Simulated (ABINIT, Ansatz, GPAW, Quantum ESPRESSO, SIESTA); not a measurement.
Ir (Fm-3m, 1 atom in the cell) computed with different codes at matched settings

Self-consistent single point.

```yaml
crystal:
  lattice:
    - [0.00000, 1.95067, 1.95067]
    - [1.95067, 0.00000, 1.95067]
    - [1.95067, 1.95067, 0.00000]
  atoms:
    - { symbol: Ir, position: [0.00000, 0.00000, 0.00000] }
```

All programs got the same cell, k-point mesh and kind of occupations (in Ansatz's words: kpoints.mp_grid.grid = 14 14 14; scf.occupations.method = gaussian; scf.occupations.width = 0.01 Ry); potentials, basis and cutoffs are each program's usual ones.

| code | model | pressure (GPa) | k-points | cutoff |
|---|---|---|---|---|
| SIESTA | GGA PBE, numerical atomic orbitals TZP, PseudoDojo PBE standard norm-conserving potentials (rewritten from UPF to PSML) | -11.37 | 1484 | grid 300 Ry |
| ABINIT | PBE, PAW (JTH v2.0 PBE PAW) | -7.90 | 104 | 20 Ha |
| GPAW | PBE, GPAW PAW datasets PBE (gpaw-data 1.0.1) | -8.74 | 104 | 550 eV |
| Ansatz | PBE, default PAW files | -7.62 | 104 | default |
| Quantum ESPRESSO | PBE, PSlibrary PAW (PBE) pseudopotentials | -8.25 | 104 | 35 Ry |

The spread over the programs that give each value: pressure within 3.75 GPa.

The starting cell comes from a database of computed structures (which also holds hypothetical and non-ambient phases and stackings), without a prior relaxation at this level. Its lattice was rescaled by a random factor within 2.5 % of one. On Ansatz's run: Spin-orbit coupling is off. Spin polarisation is off. In the base run, with a pressure of about -8 GPa the cell is away from its equilibrium volume at this level.

Q: Why do the programs differ, and what cannot be compared?

A: Differences of this kind can come from the potentials, where these differ, and from what each basis and cutoff leave unconverged. The valence holds different numbers of electrons (SIESTA 17, ABINIT 15, GPAW 15, Ansatz (a first-principles code) 17, Quantum ESPRESSO 9). The zero of total energies and Fermi levels follows the potentials and each program's conventions, so they are not compared here. SIESTA uses small atom-centred bases, whose incompleteness enters pressures, forces and empty levels differently from a plane-wave cutoff. Ansatz's pressure is given at a fixed set of plane waves, as the other plane-wave codes print theirs; with its correction for the finite basis it is -7.54 GPa. Ansatz's smearing width was typed in Ry to four decimals, so it matches the others to a few per cent. The programs reduce the same mesh by symmetry to different extents, which changes the work and not the result. In the pressure, SIESTA (by 3.30) lies more than 1 GPa from the median of the plane-wave programs.

Left out of this page: Elk and FLEUR (not drawn, or without a comparable value).

Keys are those of Ansatz 0.2.
